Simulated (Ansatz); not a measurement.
For SnO (model structure, started from the 6H type, P6₃mc, No. 186, 12 atoms in the cell), LDA in Ansatz (plane waves, PAW) gives:

- equilibrium lattice constant a: 3.256 Å
- c axis length: 24.106 Å
- cohesive energy: 5.02 eV/atom
- band gap: 1.02 eV

Task: What does r²SCAN (plane waves, PAW; Ansatz, a quantum-chemistry and plane-wave program) give for the same quantities?

Result: 
- lattice constant a: 3.297 Å (rises by 1.3 %)
- lattice parameter c: 27.507 Å (rises by 14 %)
- cohesive energy: 4.03 eV/atom (falls by 0.99 eV/atom)
- band gap: 1.63 eV (increases by 0.61 eV)

Changes are worked out from the printed values.

Unless a cell is named, each level is at its own relaxed cell (LDA 18.45, r²SCAN 21.58 Å³/atom).

Levels without +SOC leave out spin–orbit coupling, which shifts energies and cells of such heavy elements.

Levels without +SOC have no spin–orbit coupling; where heavier elements are present it shifts gaps, mostly down, and can invert bands. Density-functional gaps are differences of (generalised) Kohn–Sham levels.

Ansatz's density-functional and Hartree–Fock values are scalar-relativistic unless marked +SOC, with PAW data made under PBE.

A model structure was made by putting elements into a prototype or built by hand; it is no filed structure, need not be a known phase, and can be a saddle point held by its symmetry.
